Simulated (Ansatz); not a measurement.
A self-consistent single point of CdPd (P1, 2 atoms in the cell) with Ansatz (a quantum-chemistry and plane-wave program).

Computed with LDA (PW92), PAW files made with PBE (plane waves; Ansatz).

The change in words: lattice scaled by 0.98. Reference geometry:
```
CELL_PARAMETERS angstrom
      3.03726     0.00000     0.00000
      0.00000     3.03726     0.00000
      0.00000     0.00000     3.69349
ATOMIC_POSITIONS crystal
  Cd 0.98910 0.00840 0.99958
  Pd 0.51090 0.49160 0.50042
```

Reference input (self-consistent single point, DFT, LDA (PW92), plane waves, PAW files made with PBE): kpoints.mp_grid.grid = 9 9 8; hamiltonian.xc = lda; hamiltonian.pseudopotentials = {kind: paw} (the program's default PAW files); scf.occupations.method = fermi_dirac; scf.occupations.width = 0.0073 Ry. This run's input differs from it in these lines:

```diff
@@ -3,5 +3,5 @@
   lattice:
-    - [3.037260, 0.000000, 0.000000]
-    - [0.000000, 3.037260, 0.000000]
-    - [0.000000, 0.000000, 3.693490]
+    - [2.976515, 0.000000, 0.000000]
+    - [0.000000, 2.976515, 0.000000]
+    - [0.000000, 0.000000, 3.619620]
   atoms:
```

Log, with long lists cut:

```
SCF iter   1: F=—  HF=-14968.056819 eV  |F-HF|=—  |Δ(HF+E_count)|=         —  Δρ=2.33e-1  dr2=2.42e1  ethr=3.10e-3  ⟨swp⟩=4.6  Hψ=27675  notcnv=0
all-band conjugate gradients solve this SCF's bands
preconditioner: auto → Kerker (q_TF=auto, 2.807 Å⁻¹)
SCF iter   2: F=—  HF=-14963.480827 eV  |F-HF|=—  |Δ(HF+E_count)|=    4.58e0  Δρ=4.52e-2  dr2=3.41e-1  ethr=3.10e-3  ⟨swp⟩=3.0  Hψ=18442  notcnv=0
   [... lines left out ...]
SCF iter   6: F=—  HF=-14963.451555 eV  |F-HF|=—  |Δ(HF+E_count)|=   1.05e-4  Δρ=4.20e-4  dr2=7.51e-5  ethr=1.10e-6  ⟨swp⟩=2.0  Hψ=11747  notcnv=0  defer=2
SCF iter   7: F=—  HF=-14963.451537 eV  |F-HF|=—  |Δ(HF+E_count)|=   1.78e-5  Δρ=7.12e-5  dr2=2.59e-6  ethr=1.98e-7  ⟨swp⟩=2.4  Hψ=10377  notcnv=0  defer=2
SCF iter   8: F=—  HF=-14963.451537 eV  |F-HF|=—  |Δ(HF+E_count)|=   7.06e-7  Δρ=2.39e-5  dr2=2.53e-7  ethr=6.82e-9  ⟨swp⟩=2.1  Hψ=10608  notcnv=0  defer=2
SCF iter   9: F=-14963.451537 eV  HF=-14963.451537 eV  |F-HF|=5.44e-9  |Δ(HF+E_count)|=   5.59e-8  Δρ=5.18e-6  dr2=1.09e-8  ethr=2.63e-10  ⟨swp⟩=4.9  Hψ=29349  notcnv=0
SCF 1 converged in 9 iterations: F = -14963.451537 eV  dr2 = 1.09e-8
Free energy (F): -14963.451537 eV
Internal energy: -14963.433312 eV  (E = F + TS)
E sigma→0 (E₀):  -14963.442424 eV
Entropy (-TS):   -0.018225 eV (-9.112 meV/atom)
Fermi energy:    18.929621 eV
--- Forces (eV/Å), atoms counted from 1 ---
  atom   1  Cd     0.30953891    -0.24014753     0.02274093
  atom   2  Pd    -0.30954133     0.24014940    -0.02274108
--- Stress (GPa, compression-positive) ---
       -1.053930      -0.251014       0.026167
       -0.251014      -0.971649      -0.020310
        0.026167      -0.020310      -0.244866
  P = ⅓ Tr σ = -0.7568 GPa (-7.568 kbar)
  The stress holds the Pulay correction. Without it, at fixed plane waves, as pw.x and ABINIT print it: P = -0.7826 GPa
```

The run converged in 9 iterations. Against the reference run the free energy drops by 30.7 meV/atom, the pressure goes from -8.52 to -0.76 GPa and the largest force goes from 0.292 to 0.392 eV/Å.

The starting cell comes from a database of computed structures (which also holds hypothetical and non-ambient phases and stackings), without a prior relaxation at this level. Its atoms were displaced at random from the sites of space group no. 123. For this run, on top of that: lattice scaled by 0.98. Spin polarisation is off. Ansatz's pressure includes its estimate of the finite-basis (Pulay) stress.

Keys are those of Ansatz 0.2.
